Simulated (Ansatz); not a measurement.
Ansatz (a program for electronic structure) run on a (110) slab of Ag (cut from a parent of space group no. 229; 4 atoms in the cell): self-consistent single point.

Method of the run: LDA (PW92), default PAW files made with PBE (plane waves; Ansatz).

```yaml
crystal:
  lattice:
    - [2.88202, 0.00000, 0.00000]
    - [-3.84269, 2.71719, 0.00000]
    - [0.00000, 0.00000, 21.05948]
  atoms:
    - { symbol: Ag, position: [0.00000, 0.00000, 0.33239] }
    - { symbol: Ag, position: [0.00000, 0.50000, 0.44413] }
    - { symbol: Ag, position: [0.00000, 0.00000, 0.55587] }
    - { symbol: Ag, position: [0.00000, 0.50000, 0.66761] }
```

Reference input (self-consistent single point, DFT, LDA (PW92), plane waves, default PAW files made with PBE): basis.ecutwfc = 420 eV; kpoints.mp_grid.grid = 15 15 1; hamiltonian.xc = lda; hamiltonian.pseudopotentials = {kind: paw} (the program's default PAW files); scf.occupations.method = fermi_dirac; scf.occupations.width = 0.1 eV. This run's input differs from it in these lines:

Ansatz 0.2 input:
```diff
@@ -13,3 +13,3 @@
 kpoints:
-  mp_grid: { grid: [15, 15, 1] }
+  mp_grid: { grid: [8, 8, 1] }
 hamiltonian:
```

Output (repeated stretches shortened):

```
SCF iter   1: F=—  HF=-29830.893212 eV  |F-HF|=—  |Δ(HF+E_count)|=         —  Δρ=9.18e-3  dr2=1.62e-1  ethr=1.77e-3  ⟨swp⟩=7.1  Hψ=3947  notcnv=0  defer=16
all-band conjugate gradients solve this SCF's bands
preconditioner: auto → LDOS
SCF iter   2: F=—  HF=-29830.926565 eV  |F-HF|=—  |Δ(HF+E_count)|=   3.34e-2  Δρ=1.33e-2  dr2=2.37e-1  ethr=2.13e-4  ⟨swp⟩=2.2  Hψ=2065  notcnv=0  defer=31
   [... lines left out ...]
SCF iter   5: F=—  HF=-29830.856806 eV  |F-HF|=—  |Δ(HF+E_count)|=   1.04e-4  Δρ=1.44e-4  dr2=3.84e-5  ethr=5.30e-7  ⟨swp⟩=2.6  Hψ=1740  notcnv=0  defer=31
SCF iter   6: F=—  HF=-29830.856779 eV  |F-HF|=—  |Δ(HF+E_count)|=   2.64e-5  Δρ=4.64e-5  dr2=2.69e-6  ethr=5.05e-8  ⟨swp⟩=2.0  Hψ=1611  notcnv=0  defer=31
SCF iter   7: F=—  HF=-29830.856779 eV  |F-HF|=—  |Δ(HF+E_count)|=   3.71e-7  Δρ=1.23e-5  dr2=3.66e-7  ethr=3.54e-9  ⟨swp⟩=2.1  Hψ=1463  notcnv=0  defer=31
SCF iter   8: F=-29830.856779 eV  HF=-29830.856779 eV  |F-HF|=1.81e-9  |Δ(HF+E_count)|=   1.77e-8  Δρ=2.54e-6  dr2=1.17e-8  ethr=1.32e-10  ⟨swp⟩=13.2  Hψ=4478  notcnv=0
SCF 1 converged in 8 iterations: F = -29830.856779 eV  dr2 = 1.17e-8
Free energy (F): -29830.856779 eV
Internal energy: -29830.803859 eV  (E = F + TS)
E sigma→0 (E₀):  -29830.830319 eV
Entropy (-TS):   -0.052920 eV (-13.230 meV/atom)
Fermi energy:    4.155398 eV
--- Forces (eV/Å), atoms counted from 1 ---
  atom   1  Ag     0.00000000     0.00000000     0.59908483
  atom   2  Ag     0.00000000     0.00000000    -0.00475755
  atom   3  Ag     0.00000000     0.00000000     0.00475755
  atom   4  Ag     0.00000000     0.00000000    -0.59908483
--- Stress (GPa, compression-positive) ---
       -6.459192      -0.022493       0.000000
       -0.022493      -6.475097       0.000000
        0.000000       0.000000      -4.098359
  P = ⅓ Tr σ = -5.6775 GPa (-56.775 kbar)
  The stress holds the Pulay correction. Without it, at fixed plane waves, as pw.x and ABINIT print it: P = -5.6860 GPa
```

The run converged in 8 iterations. Against the reference run the free energy rises by 11.5 meV/atom and the largest force goes from 0.655 to 0.599 eV/Å.

The starting cell comes from a database of computed structures (which also holds hypothetical and non-ambient phases and stackings), without a prior relaxation at this level. The slab is cut from that crystal, and its faces are unrelaxed. Its lattice was rescaled by up to half a per cent.
